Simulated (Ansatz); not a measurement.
Structure of amorphous Si30N41In (periodic cell):

```xyz
72
Lattice="8.9932 -0.2872 0.0416 -0.2872 9.6140 -0.1685 0.0416 -0.1685 9.5013" Properties=species:S:1:pos:R:3 pbc="T T T"
Si     3.3917     1.7451     6.9104
Si     6.9769     2.5389     8.1018
Si     5.0329     6.7385     9.1518
Si     0.4276     1.1493     7.8433
Si     0.7912     6.3314     6.7418
Si     6.2925     4.2467     3.5334
Si     5.2231     0.0864     8.5630
Si     0.7078     8.6731     5.8947
Si     2.0967     8.9718     8.6003
Si     8.8950    -0.2853     1.2446
Si     4.9242     7.1879     6.5975
Si     5.9066     8.7480     4.1529
Si     3.4850     4.5444     8.4335
Si     6.9788     5.3116     7.4608
Si     6.5467     6.9541     1.9803
Si     7.8257     1.5237     3.4899
Si     4.1840     8.8986     1.4740
Si     1.0652     3.5177     7.4796
Si     4.4566     1.5764     3.8040
Si     7.5466     6.3140     4.8621
Si     8.3727     6.4603     0.0904
Si     5.7249     4.5336     0.6744
Si     6.3661     1.7431     1.3529
Si     3.2578     5.7419     4.1055
Si     3.0902     8.3167     4.2654
Si     7.0711     0.1008     6.3601
Si     1.6788     1.0189     3.5669
Si     1.5796     7.8088     1.8301
Si     5.0096     3.5326     5.9936
Si     0.5745     4.1601     4.4539
N      3.9330     3.3500     7.3081
N      6.4463     6.3116     6.2118
N      5.3029     8.0778     8.1561
N      4.8451     4.5457     4.5053
N      6.4008     1.0018     7.6855
N      2.6681     7.1950     3.0317
N      4.0567     4.6997     0.5628
N      0.7053     9.3243     2.3531
N      3.6091     0.4282     8.0355
N      6.3994     5.1821     2.1029
N      8.5899     5.7447     7.9807
N      3.6652     6.9993     5.2656
N      6.7701     7.3542     3.6299
N      5.4863     8.6567     5.7711
N      6.1232     2.4360     3.0547
N      7.2078     0.4847     4.6380
N      1.5637     7.8868     7.2662
N      6.5428     3.7274     6.9248
N      1.7051     1.9532     6.9757
N      5.2452     0.5890     0.8006
N      2.6958     8.5195     0.6180
N      5.0316     7.4240     1.3231
N      0.9854     4.6445     6.1388
N      4.4229     9.3073     3.2925
N      7.8610     4.6263     4.2924
N      0.7080     6.5102     1.1049
N      1.9798     4.6876     3.5948
N      7.6702     7.8427     0.8629
N      3.0477     1.7582     2.9603
N      1.8342     4.2984     8.7636
N      8.6513     2.3823     8.1080
N      4.5270     1.8912     5.4872
N      6.4037     3.0270     0.2292
N      4.1463     6.0113     7.8385
N      0.1052     7.1511     5.3353
N      1.8495     9.4508     4.7803
N      0.8916     0.2322     9.2545
N      7.8516     0.9886     1.8290
N      0.3657     2.4239     3.9436
N      6.4983     5.6161     9.1513
N      8.7105    -0.2435     6.7587
In     2.0115     4.7205     1.4020
```

Computed with PBE, scalar-relativistic without spin-orbit coupling (plane waves to 420 eV, PAW; Ansatz, a program for electronic structure).

A CHGNet melt-quench gave the starting glass, which DFT then relaxed. N atoms were pushed apart under 1.9 Å during the dynamics, to hinder bonds among them. The hot cell started wider than the set density and was brought back towards it in steps. It is the lowest in DFT energy of 2 quenches. It is a model cell: composition and starting density were chosen by hand, and all elements were melted together. No dispersion term was used. Its density started from a set value of 3.12 and ended at 3.10 g/cm³. The quench (nominally 450 K/ps over its main leg) was far faster than any real one, so the model tends to hold more defects than a real film. Values belong to this one cell and scatter from quench to quench. Volume and shape were free in the relaxation. On a 2×2×2 Γ-centred mesh force components of up to 0.13 eV/Å stay, since the relaxation ran on the zone centre alone.

Bonds are counted up to Si-Si 2.60 Å, Si-N 2.20 Å, Si-In 2.78 Å, N-N 1.70 Å, N-In 2.56 Å, In-In 3.12 Å. Two cations that share two anions don't count as bonded, nor two that share one unless they lie closer than Si-Si 2.38 Å, Si-In 2.71 Å, In-In 3.04 Å.

### Question
Give the coordination numbers, mean bond lengths and angles.

### Answer

Mean coordination of Si by anions: 4.03 (29 with 4, 1 with 5)
Mean coordination of N: 3.05 (1 with 2, 37 with 3, 3 with 4)
Mean coordination of In by anions: 4.00 (1 with 4)
Mean Si-N bond: 1.768 Å (spread 0.075 Å, 121 counted)
Mean N-In bond: 2.201 Å (spread 0.025 Å, 4 counted)
Bond angle at Si: mean 109.3°, spread 13.1°
Bond angle at N: mean 117.0°, spread 15.0°
Bond angle at In: mean 109.8°, spread 31.1°

### Question
Which atoms depart from the most common coordination of their element?

### Answer
Si11 has 5 (N44 1.78 Å, N32 1.80 Å, N33 1.83 Å, N42 1.84 Å, N64 1.88 Å); N45 has 4 (Si23 1.85 Å, Si6 1.88 Å, Si16 1.98 Å, Si19 2.02 Å); N54 has 4 (Si12 1.80 Å, Si17 1.88 Å, Si25 1.92 Å, Si19 1.93 Å); N59 has 2 (Si19 1.65 Å, Si27 1.67 Å); N70 has 4 (Si22 1.77 Å, Si14 1.78 Å, Si3 1.85 Å, Si21 2.08 Å).

### Question
List the pairs of like atoms that count as bonded by the rules above.

### Answer
There are none by these rules.
